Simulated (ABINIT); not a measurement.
ABINIT run on TiAl3 (I4/mmm, 4 atoms in the cell): self-consistent single point.

Computed with PBE, PAW (JTH v2.0 PBE PAW) (plane waves; ABINIT 10.0.3).

The change in words: lattice scaled by 0.98. Reference geometry:
```xyz
4
Lattice="-1.9499 1.9499 4.3676 1.9499 -1.9499 4.3676 1.9499 1.9499 -4.3676" Properties=species:S:1:pos:R:3 pbc="T T T"
Ti     0.0000     0.0000     0.0000
Al     0.0000     0.0000     4.3676
Al     0.0000     1.9499     2.1838
Al     1.9499     0.0000     2.1838
```

Reference input (self-consistent single point, DFT, PBE, plane waves, PAW (JTH v2.0 PBE PAW)): pseudos = [Ti.GGA_PBE-JTH.xml, Al.GGA_PBE-JTH.xml]; ecut = 30 Ha; pawecutdg = 60 Ha; pawxcdev = 0; occopt = 3; tsmear = 0.00367493 Ha; ngkpt = 8 8 8; nshiftk = 1; shiftk = 0 0 0; potentials = JTH v2.0 PBE PAW; nband = 16; kptopt = 1. This run's input differs from it in these lines:

```diff
@@ -5,5 +5,5 @@
 rprim
-        -3.6847769704    3.6847769704    8.2535073507
-         3.6847769704   -3.6847769704    8.2535073507
-         3.6847769704    3.6847769704   -8.2535073507
+        -3.6110814310    3.6110814310    8.0884378840
+         3.6110814310   -3.6110814310    8.0884378840
+         3.6110814310    3.6110814310   -8.0884378840
 natom 4
```

The program printed (abridged):

```
--- !BeginCycle
solver: {iscf: 17, nstep: 50, nline: 4, wfoptalg: 10, }
tolerances: {tolvrs: 1.00E-11, }
...

     iter   Etot(hartree)      deltaE(h)  residm     nres2
 ETOT  1  -62.719803808853    -6.272E+01 6.391E+00 2.113E+01
 ETOT  2  -65.033843012397    -2.314E+00 2.156E-01 1.371E+01
 ETOT  3  -65.026659527711     7.183E-03 1.061E-01 2.958E+00
 ETOT  4  -65.026278946643     3.806E-04 1.151E-01 2.045E+00
 ETOT  5  -65.024914842749     1.364E-03 2.385E-02 4.261E-02
   [... 4 lines left out ...]
 ETOT 10  -65.024937109125     6.300E-10 3.080E-04 7.836E-08
 ETOT 11  -65.024937109131    -5.926E-12 5.276E-04 8.028E-09
 ETOT 12  -65.024937109127     3.396E-12 3.430E-04 1.480E-10
 ETOT 13  -65.024937109126     1.663E-12 7.636E-04 7.368E-12
 At SCF step   13       nres2   =  7.37E-12 < tolvrs=  1.00E-11 =>converged.

 Cartesian components of stress tensor (hartree/bohr^3)
  sigma(1 1)= -7.73451424E-05  sigma(3 2)=  0.00000000E+00
  sigma(2 2)= -7.73451424E-05  sigma(3 1)=  0.00000000E+00
  sigma(3 3)= -6.64549823E-05  sigma(2 1)=  0.00000000E+00

 ----iterations are completed or convergence reached----

 reduced coordinates (array xred) for    4 atoms
       0.000000000000      0.000000000000      0.000000000000
       0.500000000000      0.500000000000      0.000000000000
       0.750000000000      0.250000000000      0.500000000000
       0.250000000000      0.750000000000      0.500000000000
 cartesian forces (eV/Angstrom) at end:
    1     -0.00000000000000     0.00000000000000     0.00000000000000
   [... lines left out ...]
 Fermi (or HOMO) energy (hartree) =   0.32524   Average Vxc (hartree)=  -0.38302
   [... lines left out ...]
'-kT*entropy'       : -2.01324705164193E-03
total_energy        : -6.50249373657401E+01
total_energy_eV     : -1.76941853113161E+03
...

-Cartesian components of stress tensor (GPa)         [Pressure=  2.1688E+00 GPa]
- sigma(1 1)= -2.27557227E+00  sigma(3 2)=  0.00000000E+00
- sigma(2 2)= -2.27557227E+00  sigma(3 1)=  0.00000000E+00
- sigma(3 3)= -1.95517275E+00  sigma(2 1)=  0.00000000E+00

 Calculation completed.
```

The run converged in 13 iterations. Against the reference run the free energy goes down by 6.3 meV/atom and the pressure goes from -3.99 to 2.17 GPa.

The starting cell comes from a database of computed structures (which also holds hypothetical and non-ambient phases and stackings), without a prior relaxation at this level. Its lattice was rescaled by a random factor within 2.5 % of one. For this run, on top of that: lattice scaled by 0.98. Spin polarisation is off.

Cost on one core of a shared machine: roughly 2 min.
